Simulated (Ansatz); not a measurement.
**Be: response to strain**

The parent structure is Be in the hcp (Mg type) structure (space group P6_3/mmc, No. 194; relaxed with 0.1 eV smearing).

```xyz
2
Lattice="2.2627 0.0000 0.0000 -1.1314 1.9596 0.0000 0.0000 0.0000 3.5664" Properties=species:S:1:pos:R:3 pbc="T T T"
Be     1.1314     0.6532     2.6748
Be     0.0000     1.3064     0.8916
```

Cartesian axes are those of the cell as printed.

Strains are applied to the cell and any free atomic positions relax; under biaxial strain the out-of-plane vector relaxes too.

All numbers come from DFT with PBE, PAW potentials and a 420 eV plane-wave cutoff in Ansatz (a program for electronic structure), scalar-relativistic without spin-orbit coupling.

Notes on the quantities. pressure: mean of the normal stresses, compression positive.

```tsv
case	pressure	volume per atom
base	0.0 GPa	7.91 Å³
biaxial strain −3.00 %, plane normal [001], relaxed out of plane	7.9 GPa	7.45 Å³
biaxial strain −2.50 %, plane normal [001], relaxed out of plane	6.4 GPa	7.52 Å³
biaxial strain −1.50 %, plane normal [001], relaxed out of plane	3.7 GPa	7.68 Å³
biaxial strain −1.00 %, plane normal [001], relaxed out of plane	2.4 GPa	7.75 Å³
biaxial strain −0.50 %, plane normal [001], relaxed out of plane	1.2 GPa	7.83 Å³
biaxial strain +1.00 %, plane normal [001], relaxed out of plane	-2.2 GPa	8.06 Å³
biaxial strain +1.50 %, plane normal [001], relaxed out of plane	-3.2 GPa	8.14 Å³
biaxial strain +2.50 %, plane normal [001], relaxed out of plane	-5.0 GPa	8.29 Å³
biaxial strain +3.00 %, plane normal [001], relaxed out of plane	-5.9 GPa	8.37 Å³
```

No phonon test of stability was made.
